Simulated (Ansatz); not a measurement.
The parent structure is W in the bcc (W type) structure (space group Im-3m, No. 229; a = 3.1837 Å).

Calculations: plane-wave PAW DFT at the PBE level (Ansatz, a first-principles code, 420 eV), scalar-relativistic without spin-orbit coupling, earlier PAW set.

One change was made to it. Results:

```csv
quantity,base,after
shortest interatomic distance,2.757 Å,2.682 Å
density,18.92 g/cm³,20.56 g/cm³
```

Question: Name the change that was made.
A) pressure 60 GPa
B) pressure 1.8 GPa
C) pressure 30 GPa
D) pressure −2 GPa

Answer: C, pressure 30 GPa. For comparison, the shortest interatomic distance in the other runs: pressure 1.8 GPa gives 2.752 Å; pressure 60 GPa gives 2.626 Å; pressure −2 GPa gives 2.763 Å.

Load acts through the strain it causes; cell and atoms are relaxed under it. Whether these cells are dynamically stable was not tested. Competing high-pressure phases were not computed. The final runs are not spin-polarised.
